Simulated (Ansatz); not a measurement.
Consider N-vacancy pair (N on one host O site, one O site vacant) in monoclinic ZrO2, charge state +1. The step: the N atom itself jumps into the vacancy (N-vacancy distance between ideal sites 2.57 Å throughout); the atom moves 1.93 Å along (0.36, 0.09, 0.13) of the unit cell; the moving atom starts with neighbours Zr at 2.02, Zr at 2.04, Zr at 2.18 Å and ends with O at 2.67; Zr at 2.08, Zr at 2.13, Zr at 2.30, Zr at 2.32 Å. A PBE band in Ansatz (plane-wave PAW, the Γ point alone, 96 host sites, 32 SCF runs with any check of the saddle's order, static, no finite-size correction) gives a forward barrier of 0.17 eV. The saddle point's order was not checked. The charge state is imposed; whether it is stable for some Fermi level was not computed. Forms of the defect that were not tried may lie lower. The start lies 1.09 eV above the lowest site run (PBE).

Single points at the band's start and saddle point can refine it. Rough cost of one point, in units of the band's mean SCF on the same machine:

```tsv
Level	Cost of one point
PBE, a 2×2×2 k-point mesh shifted by half a step	about 9
r2SCAN at 500 eV, the Γ point alone	about 3
```

### Question
Which of these move the barrier by more than 0.1 eV, and how far does each move it?

### Answer
Not one does. PBE, a 2×2×2 k-point mesh shifted by half a step: 0.00 eV; r2SCAN at 500 eV, the Γ point alone: -0.01 eV. Each functional is compared with PBE at the same k-points.

Ansatz is a quantum-chemistry and plane-wave program.
